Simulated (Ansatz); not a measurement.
## Effective masses and thermopower of monolayer GeS

Input:

```xyz
4
Lattice="3.6385 0.0000 0.0000 0.0000 4.5271 0.0000 0.0000 0.0000 18.6782" Properties=species:S:1:pos:R:3 pbc="T T T"
Ge     2.7289     3.9319    10.6244
Ge     0.9096     1.6683     8.0538
S      0.9096     2.2911    10.3969
S      2.7289     0.0276     8.2814
```

The numbers are results of PBE, rigid bands (plane waves, PAW, scalar-relativistic; Ansatz, a first-principles code), not measurements. Cell: cell and atoms relaxed with PBE.

- band gap = 1.78 eV
- electron conductivity mass (300 K, dilute) = 0.63 (x), 0.26 (y) mₑ
- effective density of states N_c (300 K) = 8.7e12 cm⁻²
- Seebeck coefficient, n-type 1.9e12 cm⁻², 300 K = -304 μV/K

Rigid bands; masses and Seebeck coefficients take one relaxation time τ for all states and one kind of carrier; polarons and phonon drag are left out. Spin-orbit coupling is left out.
